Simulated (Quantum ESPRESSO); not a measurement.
The steps of a band-structure calculation for NiS (P6_3/mmc, 4 atoms in the cell) with Quantum ESPRESSO.

Method: LDA (PZ), PSlibrary PAW (LDA) pseudopotentials (plane waves; Quantum ESPRESSO).

Step 1 (scf):

```fortran
&CONTROL
  calculation = 'scf'
  prefix = 'NiS'
  outdir = './tmp'
  pseudo_dir = './'
  tprnfor = .true.
  tstress = .true.
/
&SYSTEM
  ibrav = 0
  nat = 4
  ntyp = 2
  ecutwfc = 50
  ecutrho = 300
  occupations = 'smearing'
  smearing = 'gauss'
  degauss = 0.0099958
  nbnd = 28
/
&ELECTRONS
  conv_thr = 1.0d-10
/
ATOMIC_SPECIES
Ni    58.6934  Ni.pz-n-kjpaw_psl.1.0.0.UPF
S     32.0600  S.pz-n-kjpaw_psl.1.0.0.UPF
CELL_PARAMETERS {bohr}
   6.4981449964     0.0000000000     0.0000000000
  -3.2490724982     5.6275586444     0.0000000000
   0.0000000000     0.0000000000     9.7917859901
ATOMIC_POSITIONS {crystal}
Ni    0.0000000000    0.0000000000    0.5000000000
Ni    0.0000000000    0.0000000000    0.0000000000
S     0.3333333333    0.6666666667    0.7500000000
S     0.6666666667    0.3333333333    0.2500000000
K_POINTS {automatic}
8 8 5  0 0 0
```

Step 2 (bands):

```fortran
&CONTROL
  calculation = 'bands'
  prefix = 'NiS'
  outdir = './tmp'
  pseudo_dir = './'
  verbosity = 'high'
/
&SYSTEM
  ibrav = 0
  nat = 4
  ntyp = 2
  ecutwfc = 50
  ecutrho = 300
  occupations = 'smearing'
  smearing = 'gauss'
  degauss = 0.0099958
  nbnd = 28
/
&ELECTRONS
  conv_thr = 1.0d-10
  startingwfc = 'random'
  diago_thr_init = 1.0d-6
  diagonalization = 'cg'
/
ATOMIC_SPECIES
Ni    58.6934  Ni.pz-n-kjpaw_psl.1.0.0.UPF
S     32.0600  S.pz-n-kjpaw_psl.1.0.0.UPF
CELL_PARAMETERS {bohr}
   6.4981449964     0.0000000000     0.0000000000
  -3.2490724982     5.6275586444     0.0000000000
   0.0000000000     0.0000000000     9.7917859901
ATOMIC_POSITIONS {crystal}
Ni    0.0000000000    0.0000000000    0.5000000000
Ni    0.0000000000    0.0000000000    0.0000000000
S     0.3333333333    0.6666666667    0.7500000000
S     0.6666666667    0.3333333333    0.2500000000
K_POINTS {crystal_b}
12
  0.00000000   0.00000000   0.00000000  11  ! G
  0.50000000   0.00000000   0.00000000   6  ! M
  0.33333333   0.33333333   0.00000000  12  ! K
  0.00000000   0.00000000   0.00000000   6  ! G
  0.00000000   0.00000000   0.50000000  11  ! A
  0.50000000   0.00000000   0.50000000   6  ! L
  0.33333333   0.33333333   0.50000000  12  ! H
  0.00000000   0.00000000   0.50000000   1  ! A
  0.50000000   0.00000000   0.50000000   6  ! L
  0.50000000   0.00000000   0.00000000   1  ! M
  0.33333333   0.33333333   0.00000000   6  ! K
  0.33333333   0.33333333   0.50000000   1  ! H
```

Step 3 (bands.x):

```fortran
&BANDS
  prefix = 'NiS'
  outdir = './tmp'
  filband = 'bands.dat'
  lsym = .false.
/
```

Output of bands (abridged):

```
     file Ni.pz-n-kjpaw_psl.1.0.0.UPF: wavefunction(s)  4S 3D renormalized
     file S.pz-n-kjpaw_psl.1.0.0.UPF: wavefunction(s)  3S 3P renormalized

     Atomic positions and unit cell read from directory:
     ./tmp/NiS.save/

     Message from routine setup:
     using ibrav=0 with symmetry is DISCOURAGED, use correct ibrav instead
     G-vector sticks info
     --------------------
   [... lines left out ...]
     unit-cell volume          =     358.0728 (a.u.)^3
   [... lines left out ...]
        k(    1) = (   0.0000000   0.0000000   0.0000000), wk =   0.0253165
        k(    2) = (   0.0454545   0.0262432   0.0000000), wk =   0.0253165
        k(    3) = (   0.0909091   0.0524864   0.0000000), wk =   0.0253165
   [... 76 lines left out ...]

     Dense  grid:    31379 G-vectors     FFT dimensions: (  36,  36,  54)

     Smooth grid:    17235 G-vectors     FFT dimensions: (  30,  30,  48)

     The potential is recalculated from file :
     ./tmp/NiS.save/charge-density

     Band Structure Calculation
     CG style diagonalization

     ethr =  1.00E-06,  avg # of iterations = 57.3

     End of band structure calculation

          k = 0.0000 0.0000 0.0000 (  2177 PWs)   bands (ev):

    -4.6283  -2.0991   3.4223   6.2665   6.2665   7.9487   8.6879   8.6879
     8.8833   8.8834   9.6084   9.6084   9.8255   9.8255  10.5737  11.0065
    12.8325  12.8325  14.6052  15.5859  17.7747  17.7747  21.7349  21.7611
    21.7615  21.9718  21.9737  22.4747

          k = 0.0455 0.0262 0.0000 (  2173 PWs)   bands (ev):

    -4.6028  -2.0924   3.4533   6.2469   6.2699   7.9201   8.5935   8.6169
     8.8030   8.8938   9.5777   9.6578   9.8115   9.8248  10.6705  11.0007
    12.6868  12.8077  14.8052  15.7243  17.7313  17.8796  21.1199  21.3196
    21.5617  21.7815  22.0152  22.7606

   [... 77 blocks of this kind left out ...]
```

Output of bands.x (abridged):

```
     Reading xml data from directory:

     ./tmp/NiS.save/
     file Ni.pz-n-kjpaw_psl.1.0.0.UPF: wavefunction(s)  4S 3D renormalized
     file S.pz-n-kjpaw_psl.1.0.0.UPF: wavefunction(s)  3S 3P renormalized

     G-vector sticks info
     --------------------
     sticks:   dense  smooth     PW     G-vecs:    dense   smooth      PW
     Sum         859     583    169                31379    17235    2833

     Reading collected, re-writing distributed wavefunctions
     high-symmetry point:  0.0000 0.0000 0.0000   x coordinate   0.0000
     high-symmetry point:  0.5000 0.2887 0.0000   x coordinate   0.5774
     high-symmetry point:  0.3333 0.5774 0.0000   x coordinate   0.9107
     high-symmetry point:  0.0000 0.0000 0.0000   x coordinate   1.5774
     high-symmetry point:  0.0000 0.0000 0.3318   x coordinate   1.9092
     high-symmetry point:  0.5000 0.2887 0.3318   x coordinate   2.4865
     high-symmetry point:  0.3333 0.5774 0.3318   x coordinate   2.8198
     high-symmetry point:  0.0000 0.0000 0.3318   x coordinate   3.4865
     high-symmetry point:  0.5000 0.2887 0.3318   x coordinate   3.4865
     high-symmetry point:  0.5000 0.2887 0.0000   x coordinate   3.8183
     high-symmetry point:  0.3333 0.5774 0.0000   x coordinate   3.8183
     high-symmetry point:  0.3333 0.5774 0.3318   x coordinate   4.1501

     Plottable bands (eV) written to file bands.dat.gnu
     Bands written to file bands.dat

   JOB DONE.
```

The starting cell comes from a database of computed structures (which also holds hypothetical and non-ambient phases and stackings), without a prior relaxation at this level. Spin polarisation is off, so a magnetic state, if there is one, cannot be reached.
